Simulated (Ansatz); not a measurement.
The parent structure is BN in the h-BN type structure (space group P6_3/mmc, No. 194; a = 2.5058 Å, c = 6.6162 Å; layered, stacked along the Cartesian z axis). Axes: x lies along a and z along c of the hexagonal cell.

(Cell as relaxed with PBE-D3(BJ).)

Levels (all Ansatz, a first-principles code, PAW, earlier PAW set): PBE-D3(BJ) (420 eV, no spin-orbit coupling); r2SCAN+rVV10 (500 eV, no spin-orbit coupling).

Each level relaxes its own structure.

```csv
base,PBE-D3(BJ),r2SCAN+rVV10
volume per atom,8.99 Å³,8.83 Å³
lattice parameter a,2.506 Å,2.500 Å
band gap,4.24 eV,4.74 eV
```

The change: the cell is compressed by 2.46 % along z with no lateral relaxation; the atoms relax in the strained cell.

| quantity | PBE-D3(BJ) | r2SCAN+rVV10 |
|---|---|---|
| energy relative to the base (free energy F) | +0.5 meV/atom | (withheld) |
| stress (xx, yy, zz, yz, xz, xy; compression positive) | (-0.05, -0.05, 0.83, 0.00, 0.00, 0.00) GPa | (withheld) |
| shortest interatomic distance | 1.447 Å | (withheld) |
| shift of the gap caused by the change | -0.05 eV | (withheld) |

Problem. Predict the r2SCAN+rVV10 column.

Solution. 
- energy relative to the base (free energy F), r2SCAN+rVV10: +0.7 meV/atom
- stress (xx, yy, zz, yz, xz, xy; compression positive), r2SCAN+rVV10: (0.03, 0.03, 1.07, 0.00, 0.00, 0.00) GPa
- shortest interatomic distance, r2SCAN+rVV10: 1.443 Å
- shift of the gap caused by the change, r2SCAN+rVV10: -0.04 eV

PBE-D3(BJ)'s shortest interatomic distance lies 0.0035 Å above r2SCAN+rVV10's (0.2 %). Neither level is exact; r2SCAN+rVV10 is the comparison here, not a measurement.

Stability against distortions was not tested.
